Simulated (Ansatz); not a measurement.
An Ansatz (a quantum-chemistry and plane-wave program) input (PBEsol (Ansatz; PAW; 420 eV plane waves; no spin-orbit coupling)):

Ansatz 0.2 input:
```yaml
crystal:
  lattice:
    - [0, 2.9733208621, 2.9733208621]
    - [2.9733208621, 0, 2.9733208621]
    - [2.9733208621, 2.9733208621, 0]
  atoms:
    - { symbol: Ir, position: [0.75, 0.75, 0.75] }
    - { symbol: Hg, position: [0, 0, 0] }
basis: { ecutwfc: 420, ecutrho_ratio: 4, xc_grid: 2, fft_grid_basis: typed }
kpoints: { mp_grid: { grid: [14, 14, 14] } }
hamiltonian:
  xc: pbesol
  dispersion: none
  pseudopotentials: { kind: paw }
scf: { occupations: { method: fermi_dirac, width: 0.05 }, convergence: { dr2_threshold: 0.0000000002 } }
output: { forces: true, stress: true }
checkpoint: { write: state.ck, write_every: 1000 }
```

Task: Which symmetry and how many k-points will the program report, and about how many plane waves at Γ?

Result: Space group F-43m (ITA 216) with 24 operations, k-points 104 of 2744, and 965 plane waves at Γ.

No phonon test of stability was made. All final runs are without spin polarisation. An odd electron count without spin: HgIr. The cell was made from HgSe by this change: Se → Ir; the result is a hypothetical phase, not in the database extracts checked. HgIr has a high density of states at the Fermi level and may be magnetic at this level.
